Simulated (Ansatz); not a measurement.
Pressure series in Al2Au

Take Al2Au (space group Fm-3m, No. 225; a = 6.0599 Å) as the base.

Cell and atoms are relaxed at each pressure.

Levels (all Ansatz, a first-principles code, PAW): PBE (420 eV, without spin-orbit coupling); PBEsol (420 eV, spin-orbit coupling left out).

The base cell above is that of PBE; each level relaxes its own structures.

```csv
case,"lattice parameter a, PBE","lattice parameter a, PBEsol"
pressure −2 GPa,6.101 Å,6.039 Å
pressure −1 GPa,6.080 Å,6.020 Å
pressure 0.3 GPa,6.054 Å,5.997 Å
pressure 0.7 GPa,6.047 Å,5.990 Å
pressure 1.5 GPa,6.032 Å,5.977 Å
pressure 3 GPa,6.007 Å,5.954 Å
pressure 5 GPa,5.974 Å,5.924 Å
pressure 7.5 GPa,5.937 Å,5.890 Å
pressure 10 GPa,5.903 Å,5.858 Å
```

PBE lies above PBEsol in every row, by 0.045 Å to 0.062 Å. They put the cases in the same order.

Load acts through the strain it causes; cell and atoms are relaxed under it. No phonon test of stability was made. Competing high-pressure phases were not computed.
